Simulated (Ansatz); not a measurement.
**Mg: tensor shear ε_xz = +0.57 %**

Base system: Mg in the hcp (Mg type) structure (space group P6_3/mmc, No. 194; a = 3.175 Å, c = 5.163 Å; relaxed with 0.1 eV smearing). Axes: x lies along a and z along c of the hexagonal cell.

Perturbation: tensor shear ε_xz = +0.57 % (engineering shear γ = 0.0114), atoms relaxed at fixed cell.

Level of theory: Kohn–Sham DFT with the PBEsol functional, run in Ansatz (an electronic-structure program) with PAW and 420 eV plane waves, no spin-orbit coupling. k-mesh 21×21×11 (Γ-centred); smearing 0.1 eV (Fermi–Dirac).

| quantity | base | changed | shift |
|---|---|---|---|
| volume per atom | 22.54 Å³ | 22.54 Å³ | 0.00 Å³ |
| space group | P6_3/mmc (No. 194) | C2/c (No. 15) | – |
| shortest interatomic distance | 5.983 bohr | 5.955 bohr | -0.028 bohr |
| energy relative to the base (free energy F) | 0 meV/atom | +0.2 meV/atom | +0.2 meV/atom |
| band gap | zero | zero | – |
| stress (xx, yy, zz, yz, xz, xy; compression positive) | – | (0.0, 0.0, 0.0, 0.0, -0.2, 0.0) GPa | – |

Final structure:

```
Mg
1.0
    3.17512     0.00000     0.01810
   -1.58756     2.74974    -0.00905
    0.02943     0.00000     5.16281
Mg
2
Direct
  0.66667   0.33333   0.25000
  0.33333   0.66667   0.75000
```

The cells carry an imposed strain or load. No phonon test of stability was made.
